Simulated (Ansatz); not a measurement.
We consider CsCl-type CoAl, described by BLYP (PAW; Ansatz, a program for electronic structure).

Run with plane-wave cutoff 520 eV, 16×16×16 k mesh, Fermi–Dirac smearing 0.1 eV, perturbation theory, no spin polarisation, scalar-relativistic PAW data made under PBE.

Cell (relaxed at this level):

```xyz
2
Lattice="2.8778 0.0000 0.0000 0.0000 2.8778 0.0000 0.0000 0.0000 2.8778" Properties=species:S:1:pos:R:3 pbc="T T T"
Al     1.4389     1.4389     1.4389
Co     0.0000     0.0000     0.0000
```

Problem. Give the computed zone-centre TO phonon frequency.

Solution. 
- zone-centre TO phonon frequency: 291 cm⁻¹

The result took around 4 core-minutes (rough).
